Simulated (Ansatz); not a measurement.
**BN: biaxial strain +0.69 %, plane normal [001], relaxed out of plane**

Base system: BN in the zinc blende structure (space group F-43m, No. 216; a = 3.606 Å). Axes: x, y, z lie along the cube axes.

Modification: tensile biaxial strain of 0.69 % in the plane normal to [001], as in epitaxy on a mismatched substrate; the out-of-plane cell vector and the atoms relax.

Level of theory: PBEsol (Ansatz, an electronic-structure program, PAW, scalar-relativistic without spin-orbit coupling). Γ-centred 16×16×16 mesh, Fermi–Dirac width 0.05 eV.

| quantity | base | changed | shift |
|---|---|---|---|
| volume per atom | 5.86 Å³ | 5.92 Å³ | +0.06 Å³ |
| space group | F-43m (No. 216) | I-4m2 (No. 119) | – |
| shortest interatomic distance | 1.561 Å | 1.567 Å | +0.006 Å |
| energy relative to the base (free energy F) | 0 meV/atom | +1.5 meV/atom | +1.5 meV/atom |
| band gap | 4.30 eV | 4.11 eV | -0.19 eV |
| gap character | – | indirect, Γ → M | – |
| electron mass | 0.89 mₑ along k, 0.29 mₑ across (at X) | 0.88 mₑ along k, 0.30 mₑ across (at X) | – |
| hole mass | – | 0.51 mₑ (at Γ) | – |
| valence-band top at Γ (three highest levels, from the VBM) | 0.00, 0.00, 0.00 eV | 0.00, -0.10, -0.10 eV | – |
| valley order (the lowest conduction-band minima on the path, energy above the VBM, named in the base's zone) | X along ⟨100⟩ 4.30 eV | X along [001] 4.11 eV; X along [100] 4.28 eV | – |
| out-of-plane strain | – | -0.32 % | – |
| mean in-plane stress (compression positive) | – | -6.0 GPa | – |

Final structure (turned so that z lies along the plane normal):

```
BN
1.0
    2.56721     0.00000     0.00000
    0.00000     2.56721     0.00000
    1.28360    -1.28360     1.79709
N B
1 1
Direct
  0.25000   0.25000   0.50000
  0.00000   0.00000   0.00000
```

Cost of the whole job for the changed cell (relaxation, final SCF and bands): very roughly 16 core-seconds.

Masses are band curvatures over ±0.01 Å⁻¹ around the edge. Along k means along the line from Γ to the band edge. Stability against distortions was not tested. Labels are those of the standard path for the cell's own space group.
